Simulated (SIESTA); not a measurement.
Input and output of a self-consistent single point for the (001) slab of Al (cut from a parent of space group no. 225; 4 atoms in the cell) (SIESTA).

Method of the run: GGA PBEsol, numerical atomic orbitals DZP, PseudoDojo PBEsol standard norm-conserving potentials (rewritten from UPF to PSML) run with SIESTA 5.4.2.

```
CELL_PARAMETERS angstrom
      2.87237     0.00000     0.00000
     -2.87237     2.87237     0.00000
      0.00000     0.00000    20.09331
ATOMIC_POSITIONS crystal
  Al 0.00000 0.00000 0.44946
  Al 0.00000 0.50000 0.34837
  Al 0.00000 0.00000 0.65163
  Al 0.00000 0.50000 0.55054
```

Reference input (self-consistent single point, DFT, GGA PBEsol, numerical atomic orbitals DZP, PseudoDojo PBEsol standard norm-conserving potentials (rewritten from UPF to PSML)): XC.functional = GGA; XC.authors = PBEsol; potentials = PseudoDojo PBEsol standard; PAO.BasisSize = DZP; PAO.EnergyShift = 0.01 Ry; MeshCutoff = 350 Ry; kgrid.MonkhorstPack = 15 15 1; OccupationFunction = MP; OccupationMPOrder = 0; ElectronicTemperature = 100 meV; MaxSCFIterations = 150; SCF.Mixer.Method = Pulay. This run's input differs from it in these lines:

```diff
@@ -29,4 +29,4 @@
 %block kgrid.MonkhorstPack
-   15   0   0  0.0
-    0  15   0  0.0
+    7   0   0  0.0
+    0   7   0  0.0
     0   0   1  0.0
```

Output, abridged:

```
        iscf     Eharris(eV)        E_KS(eV)     FreeEng(eV)     dDmax    Ef(eV) dHmax(eV)
   scf:    1     -242.337212     -250.667386     -250.682859  1.564598 -4.617392  3.271066
   scf:    2     -250.062825     -250.783372     -250.794773  0.043733 -4.333498  2.767124
   scf:    3     -250.996824     -250.972027     -250.984953  0.019065 -4.455931  0.132520
   scf:    4     -250.976413     -250.974296     -250.986917  0.007519 -4.465567  0.134893
   scf:    5     -250.979315     -250.976956     -250.989114  0.020954 -4.513789  0.046606
   [... 2 lines left out ...]
   scf:    8     -250.976962     -250.976956     -250.989197  0.000033 -4.521529  0.008261
   scf:    9     -250.977007     -250.976984     -250.989198  0.000555 -4.517630  0.008376
   scf:   10     -250.976968     -250.976976     -250.989199  0.000103 -4.519129  0.000941
   scf:   11     -250.976974     -250.976975     -250.989199  0.000014 -4.519268  0.000152
SCF Convergence by DM+H criterion
max |DM_out - DM_in|         :     0.0000138218
max |H_out - H_in|      (eV) :     0.0001523172
SCF cycle converged after 11 iterations

Using DM_out to compute the final energy and forces

siesta: E_KS(eV) =             -250.9770

siesta: E_KS - E_eggbox =      -250.9770

siesta: Atomic forces (eV/Ang):
     1   -0.000000    0.000000    0.309189
     2    0.000000   -0.000000   -0.221895
     3   -0.000000    0.000000    0.221895
     4   -0.000000    0.000000   -0.309189
   Tot    0.000000    0.000000    0.000000
   Max    0.309189
   Res    0.155368    sqrt( Sum f_i^2 / 3N )
   Max    0.309189    constrained

Stress tensor Voigt[x,y,z,yz,xz,xy] (kbar):       27.53       27.54       -7.04        0.00       -0.00        0.00
(Free)E + p*V (eV/cell)     -252.6455
   [... lines left out ...]
siesta: FreeEng =      -250.989199
siesta: Cell volume =        165.780505 Ang**3
siesta:         -16.00727986        -18.33986723  kBar
   [... lines left out ...]
   [... 5 lines left out ...]

mulliken: Qtot =       12.000

Mulliken Atomic Populations:
Atom #   charge [q] valence [e]  Species
     1     0.125596    2.874404  Al
     2    -0.125596    3.125596  Al
     3    -0.125596    3.125596  Al
     4     0.125596    2.874404  Al
 Total     0.000000

siesta: Electric dipole (a.u.)  =   -0.000000    0.000000   -0.000000
siesta: Electric dipole (Debye) =   -0.000000    0.000000   -0.000000
```

The run converged in 11 iterations. Against the reference run the free energy rises by 1.7 meV/atom and the largest force goes from 0.180 to 0.309 eV/Å.

The starting cell has typed, rounded lattice constants, without a prior relaxation at this level. The slab is cut from that crystal, and its faces are unrelaxed. Its lattice was rescaled by up to half a per cent. Values carry the incompleteness of an atom-centred basis.

Cost on one core of a shared machine: roughly 80 s.
